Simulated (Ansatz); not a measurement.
**CsSnI3: pressure 10 GPa**

The parent structure is CsSnI3 in the cubic perovskite structure (space group Pm-3m, No. 221; a = 6.031 Å).

It is then changed as follows: cell and atoms relaxed at a pressure of 10 GPa.

Method: LDA, PAW, 420 eV (Ansatz, a first-principles code; no spin-orbit coupling). Γ-centred 8×8×8 mesh, Fermi–Dirac width 0.05 eV.

- Volume per atom = 33.91 Å³ (base 43.86 Å³)
- Density = 6.19 g/cm³ (base 4.79 g/cm³)
- Lattice parameter a = 5.535 Å (base 6.031 Å)
- Shortest interatomic distance = 2.768 Å (base 3.015 Å)
- Enthalpy H = E + PV relative to the base's energy = +2.36 eV/atom
- Band gap = zero (base zero)

Spin-orbit coupling, missing from the scalar runs, can matter with I. Load acts through the strain it causes; cell and atoms are relaxed under it. Stability against distortions was not tested. No other phases were tried under pressure. All final runs are without spin polarisation. Many cubic perovskites are stable only at high temperature; tilts and polar distortions were not tested. The zero or small gap of CsSnI3 can change with the level of theory.
